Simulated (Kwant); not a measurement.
Device: wire with a row of barriers in a GaN two-dimensional gas. Effective mass 0.22 mₑ, grid spacing 10 nm, hard walls, nominal width 200 nm (19 grid rows, so walls 200 nm apart), one parabolic valley, scattering region 1000 nm long along x; energies count from the band bottom; Fermi energy swept from 3.4185e-05 to 0.00040594 eV. 2 barrier(s) across the wire, height 0.00064 eV, thickness 40 nm (about 4 grid columns), spaced by 120 nm.

Constants are typed, rounded textbook-type inputs, not results; the design itself was drawn at random and stands for no fabricated device.

Computed with Kwant: effective-mass tight-binding model on a square grid, one spin, coherent transport at 0 K. Conductance is in e²/h.

How many channels do the leads carry at E = 0.214, 0.266 meV?

The hard-wall thresholds are n² ħ²π²/(2mW²) = n² × 0.0427 meV with W = 200 nm. √(0.214/0.0427) = 2.24, so 2. √(0.266/0.0427) = 2.49, so 2.
